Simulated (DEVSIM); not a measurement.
System: Al/AlN/p-Si capacitor, at 300 K.

```tsv
layer (left to right)	material	thickness (nm)	Na (cm⁻³)
1	AlN	5.30	-
2	Si	580	5e16
```

Metal gate on the left, work function 4.1 eV. Fixed charge at the semiconductor interface -8.7e10 cm⁻² (in units of +e); no interface traps.

This is a model device: material constants are rounded textbook-type values typed into the input, and sizes, dopings and lifetimes were drawn at random. Values at 300 K.

| parameter | AlN | Si |
|---|---|---|
| gap (eV) | 6.1 | 1.124 |
| affinity (eV) | 1.9 | 4.05 |
| permittivity | 8.5 | 11.7 |
| Nc (cm⁻³) | - | 2.86e19 |
| Nv (cm⁻³) | - | 3.1e19 |

Simulated with DEVSIM: 1D Poisson equation in equilibrium, Boltzmann statistics, complete ionisation; no quantum confinement or tunnelling. Metal contacts follow the ideal Schottky-Mott rule: no Fermi-level pinning, no interface dipoles.

Q: Give the band bending (positive: bands bend down) and minority sheet density.

A: 
| Vg (V) | ψs (V) | minority carriers (cm⁻²) |
|---|---|---|
| -1.4 | -0.163 | < 1e8 |
| -1.1 | -0.102 | < 1e8 |
| -0.8 | 0.077 | < 1e8 |
| -0.5 | 0.347 | < 1e8 |
| -0.2 | 0.628 | < 1e8 |
| 0.1 | 0.882 | 2.9e11 |
| 0.4 | 0.955 | 2.3e12 |
